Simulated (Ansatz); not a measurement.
## SiO2 (P4₃2₁2, No. 96, 36 atoms in the cell; start mp-559872): equilibrium lattice constant a by level of theory

No measured value is used here.

```tsv
level (code)	value (Å)
LDA (Ansatz)	7.503
r²SCAN (Ansatz)	…
r²SCAN+rVV10 (Ansatz)	7.517
```

Q: Fill in the missing entries.

A: 
- r²SCAN (Ansatz, a first-principles code), value (Å): 7.527

Cutoffs differ between the levels. Ansatz's density-functional and Hartree–Fock values are scalar-relativistic unless marked +SOC, with PAW data made under PBE.

A start named mp-… is a Materials Project structure, which need not be a measured phase.
